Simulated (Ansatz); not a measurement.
A stack in vacuum: 5 layers of hBN, started at parallel, shifted by (2/3,1/3) (facing N atop B, held by symmetry).

Calculation: PBE+D3(BJ) (plane waves to 420 eV, PAW; Ansatz, a first-principles code). No spin–orbit coupling; PBE gaps are too small against experiment. Its k-point mesh 15×15×1, Fermi–Dirac width 0.01 eV. A dipole correction is on.

Predict its spacing and gap.


- gap between facing atomic planes: 3.32, 3.31, 3.30, 3.33 Å
- step of the vacuum level across the stack (top less bottom): -0.48 eV
- PBE gap over the mesh and listed points off it: 3.99 eV, indirect (lowest direct gap 4.17 eV)
- valence and conduction edges under the vacuum level of the lower face: 5.86 and 1.87 eV
